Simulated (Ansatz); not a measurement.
Consider a 20-atom cell of (Nb,W) started in the body-centred cubic structure, site fractions Nb 0.500, W 0.500, short-range order 0.00 among the nearest mixed sites of the first mixed sublattice (0 is random, a negative value favours unlike neighbours), space group P1 at the end. Its start:

```
CELL_PARAMETERS angstrom
      6.49233     0.00110    -3.24612
      3.24520    -6.49670     0.00025
     -3.24601    -0.00015    -6.49193
ATOMIC_POSITIONS crystal
  Nb 0.79657 0.74784 0.84501
  Nb 0.20363 0.49988 0.89954
  Nb 0.59571 0.25315 0.94852
  Nb 0.20606 0.74555 0.64610
  W  0.59998 0.49866 0.69763
  W  0.59899 0.75204 0.44874
  Nb 0.00359 0.24824 0.74757
  Nb 0.40319 0.99695 0.79889
  W  0.00261 0.49799 0.49756
  W  0.40101 0.24801 0.54443
  W  0.79817 0.00000 0.59789
  Nb 0.00073 0.74873 0.25436
  W  0.39927 0.49971 0.30149
  Nb 0.79718 0.25421 0.35532
  W  0.39953 0.75286 0.05485
  Nb 0.79388 0.50519 0.10334
  W  0.20456 0.99934 0.39647
  W  0.20274 0.24882 0.15480
  W  0.59455 0.00203 0.20466
  Nb 0.99805 0.00079 0.00283
```

The mixing enthalpy is taken against the end members in the body-centred cubic type, relaxed in the same cell and mesh.

The numbers are results of PBE (plane waves to 420 eV, PAW; Ansatz, a program for electronic structure), not measurements. Spin–orbit coupling is left out; the runs are not spin-polarised; with elements this heavy it can move edges by tenths of an eV. Its k-point mesh 5×5×5, Fermi–Dirac width 0.05 eV.

| end member | weight | volume per atom (Å³) |
|---|---|---|
| Nb | 0.500 | 18.14 |
| W | 0.500 | 16.13 |

Predict the alloy's volume, bond lengths and mixing enthalpy.


| Quantity | Result |
|---|---|
| volume per atom | 16.98 Å³ |
| Nb–W bonds (within 1.22 times the sum of covalent radii) | 2.995 Å on average, from 2.764 to 3.327 (70) |
| Nb–Nb bonds (within 1.22 times the sum of covalent radii) | 3.002 Å on average, from 2.772 to 3.294 (35) |
| W–W bonds (within 1.22 times the sum of covalent radii) | 2.970 Å on average, from 2.744 to 3.283 (35) |
| mixing enthalpy per site of the mixed sublattice | -44 meV |
| departure of the mean lattice parameter from Vegard's line | -0.3 % |
